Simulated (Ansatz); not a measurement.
# BP under a change: uniaxial strain ε_zz = −2.00 %

Consider BP in the zinc blende structure (space group F-43m, No. 216; a = 4.491 Å). Axes: x, y, z lie along the cube axes.

The change: the cell is compressed by 2.00 % along z with no lateral relaxation, atoms relaxed at fixed cell.

Level of theory: DFT with LDA, PAW potentials and a 420 eV plane-wave cutoff in Ansatz (a first-principles code), spin-orbit coupling left out. Γ-centred 13×13×13 mesh, Fermi–Dirac width 0.05 eV.

The volume per atom falls by 0.23 Å³, from 11.32 Å³ to 11.09 Å³ and the space group goes from F-43m (No. 216) to I-4m2 (No. 119). The shortest interatomic distance decreases by 0.0129 Å (1.944 Å → 1.932 Å) and the energy grows by 5.1 meV/atom. The pressure (mean of the normal stresses, compression positive) increases by 3.675 GPa (-0.01 GPa → 3.67 GPa) and the band gap decreases by 0.33 eV, from 1.14 eV to 0.81 eV. The gap character amounts to indirect, Γ → Γ–M (84 % along) and the smallest direct gap decreases by 0.17 eV, from 3.43 eV to 3.26 eV. The electron mass changes from 1.3 mₑ along k, 0.22 mₑ across (off the special points) to 1.2 mₑ along k, 0.22 mₑ across (off the special points) and the hole mass is 0.38 mₑ along z, 0.24 mₑ across (at Γ). The valence-band top at Γ (three highest levels, from the VBM) changes from 0.00, 0.00, 0.00 eV to 0.00, -0.20, -0.20 eV and the stress (xx, yy, zz, yz, xz, xy; compression positive) is (1.85, 1.85, 7.31, 0.00, 0.00, 0.00) GPa.

Effective masses come from finite differences of ±0.01 Å⁻¹. Along k means along the line from Γ to the band edge. No phonon test of stability was made. k-point labels follow each cell's own Brillouin zone.
